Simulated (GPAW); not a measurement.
GPAW run on Ag (P6_3/mmc, 4 atoms in the cell): self-consistent single point.

Method of the run: PBEsol, GPAW PAW datasets PBEsol (made by gpaw-setup) (plane waves; GPAW 25.7.0).

```
Ag
1.0
    2.98216     0.00000     0.00000
   -1.49108     2.58263     0.00000
    0.00000     0.00000     9.69463
Ag
4
Cartesian
  0.00000   0.00000   0.00000
  0.00000   0.00000   4.84731
  0.00000   1.72175   2.42366
  1.49108   0.86088   7.27097
```

Reference input (self-consistent single point, DFT LDA (Perdew-Wang 92), plane waves, GPAW PAW datasets LDA (gpaw-data 1.0.1)): mode = pw; ecut = 600 eV; xc = LDA; kpts = 13 13 4; mesh shift (steps) = 0 0 0; occupations.name = fermi-dirac; occupations.width = 0.1 eV; nbands = -12; convergence.density = 1e-05 e/electron; convergence.energy = 1e-05 eV/electron; symmetry.symmorphic = false; symmetry.tolerance = 0.0005. This run's input differs from it in these lines:

```diff
@@ -15,3 +15,3 @@
 calc = GPAW(mode=PW(600),
-            xc='LDA',
+            xc='PBEsol',
             kpts={'size': (13, 13, 4), 'gamma': True},
```

Its files differ too (potentials: GPAW PAW datasets PBEsol (made by gpaw-setup)).

The program printed (abridged):

```
     iter     time        total  log10-change:
                         energy   eigst   dens
iter:   1 --:--:--   -14.556830
iter:   2 --:--:--   -14.302882   -2.33  -1.50
iter:   3 --:--:--   -13.618333   -1.91  -1.54
iter:   4 --:--:--   -13.532452   -3.50  -2.10
iter:   5 --:--:--   -13.523219   -3.18  -2.06
iter:   6 --:--:--   -13.511855   -3.79  -2.61
iter:   7 --:--:--   -13.513170   -5.18  -3.16
iter:   8 --:--:--   -13.511356   -4.92  -2.95
iter:   9 --:--:--   -13.511266   -5.72  -3.65
iter:  10 --:--:--   -13.511266c  -7.18  -4.47
iter:  11 --:--:--   -13.511265c  -7.61c -4.40
iter:  12 --:--:--   -13.511265c  -8.04c -4.62
iter:  13 --:--:--   -13.511264c  -8.24c -4.67
iter:  14 --:--:--   -13.511264c  -9.52c -4.78
iter:  15 --:--:--   -13.511265c  -7.99c -4.80
iter:  16 --:--:--   -13.511265c  -9.68c -5.06c
Converged after 16 iterations.

Dipole moment: (-0.000000, 0.000000, -0.000000) |e|*Ang

Energy contributions relative to reference atoms: (reference = -578115.870308)

Kinetic:        -23.973100
Potential:      +15.970188
External:        +0.000000
XC:              -6.188018
Entropy (-ST):   -0.046055
Local:           +0.702693
SIC:             +0.000000
--------------------------
Free energy:    -13.534292
Extrapolated:   -13.511265

Showing only first 2 kpts
 Kpt  Band  Eigenvalues  Occupancy
  0    32      3.65548    2.00000
  0    33      4.00253    2.00000
  0    34      4.00254    2.00000
  0    35      6.68756    1.90481

  1    32      3.72901    2.00000
  1    33      3.96302    2.00000
  1    34      3.96302    2.00000
  1    35      5.93725    1.99994

Fermi level: 6.98719

No gap
No difference between direct/indirect transitions
Energy (eV): -13.511265

Forces in eV/Ang:
  0 Ag    0.00000    0.00000    0.00000
  1 Ag    0.00000    0.00000    0.00000
  2 Ag    0.00000    0.00000    0.00000
  3 Ag    0.00000    0.00000   -0.00000

Stress tensor:
     0.062732     0.000000     0.000000
     0.000000     0.062732     0.000000
     0.000000     0.000000     0.055261
Stress (GPa, Voigt): [10.0508 10.0508  8.8538  0.      0.      0.    ]
```

The run converged in 16 iterations. GPAW prints stress with tension positive. Against the reference run the pressure goes from -13.64 to -9.65 GPa.

The starting cell comes from a database of computed structures (which also holds hypothetical and non-ambient phases and stackings), without a prior relaxation at this level. Its lattice was rescaled by a random factor within 2.5 % of one. With a pressure of about -10 GPa the cell is away from its equilibrium volume at this level.

Cost on one core of a shared machine: roughly 5 min.
